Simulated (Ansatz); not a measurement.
## YGe (Cmcm, No. 63, 4 atoms in the cell; start mp-9971)

Computed with LDA (Ansatz, a program for electronic structure, plane waves, PAW).

Run with plane-wave cutoff 500 eV, 10×10×10 k mesh, Fermi–Dirac smearing 0.05 eV, scalar-relativistic PAW data made under PBE.

Cell (relaxed at this level):

YGe has the orthorhombic space group Cmcm (No. 63), Pearson symbol oS8. Lattice parameters: a = 4.211 Å, b = 10.510 Å, c = 3.871 Å, α = β = γ = 90.00°. Y on 4c sees 5 Ge at 2.912–2.916 Å and 2 Ge at 3.150 Å. Ge on 4c has 2 Ge at 2.625 Å and 5 Y at 2.912–2.916 Å and 2 Y at 3.150 Å. (Neighbours: up to the widest gap in distance over summed covalent radii, below 1.35, at either atom; cation-cation and far metal-metal contacts left out.)
(The calculation used a cell of 4 atoms; values per cell refer to that cell.)

- band gap = zero (no gap)

Note: the relaxation could not lower the start's symmetry, so the cell can be a saddle point above a distorted one.

Spin–orbit coupling is not included.

The computed numbers hold no vibrational or temperature effects.

A start named mp-… is a Materials Project structure, which need not be a measured phase.
